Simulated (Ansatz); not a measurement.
Consider RhSb in the zinc blende structure (space group F-43m, No. 216; a hypothetical phase, not in the database extracts checked; relaxed with 0.1 eV smearing).

```
RhSb
1.0
    0.00000     2.92746     2.92746
    2.92746     0.00000     2.92746
    2.92746     2.92746     0.00000
Sb Rh
1 1
Direct
  0.25000   0.25000   0.25000
  0.00000   0.00000   0.00000
```

Level of theory: r2SCAN/PAW in Ansatz (an electronic-structure program), no spin-orbit coupling.

Before the change:

```
Quantity    Value
--------  -------
Pressure  0.0 GPa
Band gap     zero
```

One thing is altered: an isotropic linear strain of +5.44 %; the atoms relax in the strained cell.

Problem. How does this affect the pressure?

Solution. The pressure goes from zero to -10.6 GPa.

Problem. What happens to the energy relative to the base?

Solution. The energy grows by 167 meV/atom.

Problem. Predict the new band gap.

Solution. The band gap remains zero.

No phonon test of stability was made. All final runs are without spin polarisation.
